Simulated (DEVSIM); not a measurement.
System: Co/La2O3/SiO2/p-Si capacitor, at 400 K.

| layer (left to right) | material | thickness (nm) | Na (cm⁻³) |
|---|---|---|---|
| 1 | La2O3 | 8.90 | - |
| 2 | SiO2 | 1.40 | - |
| 3 | Si | 15000 | 1.5e15 |

Metal gate on the left, work function 5 eV. Fixed charge at the semiconductor interface 0 cm⁻² (in units of +e); no interface traps.

The device is made up for the run: typed textbook-type constants, with dimensions and the other settings drawn at random. Values at 300 K; Nc and Nv go as T^1.5, mobilities as T to minus their exponent, the gap by Varshni's rule with the affinity fixed.

| parameter | La2O3 | SiO2 | Si |
|---|---|---|---|
| gap (eV) | 5.8 | 9 | 1.124 |
| affinity (eV) | 1.8 | 0.9 | 4.05 |
| permittivity | 27 | 3.9 | 11.7 |
| Nc (cm⁻³) | - | - | 2.86e19 |
| Nv (cm⁻³) | - | - | 3.1e19 |
| Varshni α (eV/K) | - | - | 0.000473 |
| Varshni β (K) | - | - | 636 |

DEVSIM, 1D Poisson equation in equilibrium, Boltzmann statistics, complete ionisation; no quantum confinement or tunnelling. Metal contacts follow the ideal Schottky-Mott rule: no Fermi-level pinning, no interface dipoles.

Base results: minimum of the low-frequency capacitance (μF/cm²) 0.0231; flat-band voltage (V) 0.21; threshold voltage (band bending 2φF) (V) 0.61; capacitance of the dielectric stack (μF/cm²) 1.29.

Task: What follows from this one change: interface trap density 0 → 3e+11 cm^-2 eV^-1?

Result: minimum of the low-frequency capacitance 0.0231 → 0.0678 μF/cm²; flat-band voltage little changed (0.20 V); threshold voltage (band bending 2φF) little changed (0.61 V); capacitance of the dielectric stack little changed (1.29 μF/cm²).

Task: What follows from this one change: gate work function 5 → 5.3 eV?

Result: minimum of the low-frequency capacitance little changed (0.0231 μF/cm²); flat-band voltage 0.21 → 0.51 V; threshold voltage (band bending 2φF) 0.61 → 0.91 V; capacitance of the dielectric stack little changed (1.29 μF/cm²).

Task: What follows from this one change: temperature 400 → 300 K?

Result: minimum of the low-frequency capacitance 0.0231 → 0.0162 μF/cm²; flat-band voltage 0.21 → 0.08 V; threshold voltage (band bending 2φF) 0.61 → 0.71 V; capacitance of the dielectric stack little changed (1.29 μF/cm²).

Task: What follows from this one change: La2O3 thickness 0.0089 → 0.0076 μm?

Result: minimum of the low-frequency capacitance little changed (0.0231 μF/cm²); flat-band voltage little changed (0.21 V); threshold voltage (band bending 2φF) little changed (0.61 V); capacitance of the dielectric stack 1.29 → 1.38 μF/cm².

Task: What follows from this one change: fixed charge 0 → 1.38e+12 cm^-2?

Result: minimum of the low-frequency capacitance 0.0231 → 0.0238 μF/cm²; flat-band voltage 0.21 → 0.04 V; threshold voltage (band bending 2φF) 0.61 → 0.43 V; capacitance of the dielectric stack little changed (1.29 μF/cm²).

Task: What follows from this one change: substrate doping 1.5e+15 → 3e+15 cm^-3?

Result: minimum of the low-frequency capacitance 0.0231 → 0.0304 μF/cm²; flat-band voltage 0.21 → 0.19 V; threshold voltage (band bending 2φF) 0.61 → 0.64 V; capacitance of the dielectric stack little changed (1.29 μF/cm²).
